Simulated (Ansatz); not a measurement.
Band structure of NbZn3 (Pm-3m, 4 atoms in the cell).

```xyz
4
Lattice="3.9100 0.0000 0.0000 0.0000 3.9100 0.0000 0.0000 0.0000 3.9100" Properties=species:S:1:pos:R:3 pbc="T T T"
Nb     0.0000     0.0000     0.0000
Zn     1.9550     0.0000     1.9550
Zn     0.0000     1.9550     1.9550
Zn     1.9550     1.9550     0.0000
```

Method of the run: PBEsol, PAW files made with PBE (plane waves; Ansatz, an electronic-structure program).

Settings: kpoints.mp_grid.grid = 7 7 7; hamiltonian.xc = pbesol; hamiltonian.pseudopotentials = {kind: paw} (the program's default PAW files); scf.occupations.method = fermi_dirac; scf.occupations.width = 0.1 eV; kpoints.band_path.npoints = 8.

The starting cell comes from a database of computed structures (which also holds hypothetical and non-ambient phases and stackings), without a prior relaxation at this level. Spin polarisation is off.

Levels in eV from the Fermi level, bands 21 to 28:
```csv
point,21,22,23,24,25,26,27,28
Γ,-1.41,-1.41,0.38,0.38,0.38,1.50,1.50,1.50
X,-6.14,-1.15,-1.11,-1.11,1.47,1.63,3.25,4.46
M,-3.48,-3.39,-3.39,-0.40,-0.40,1.71,2.48,2.65
R,-2.93,-2.93,-2.58,-1.07,-1.07,-1.07,2.08,2.08
```

Bands cross the Fermi level along this path, so the cell is metallic at this level.

Keys are those of Ansatz 0.2.
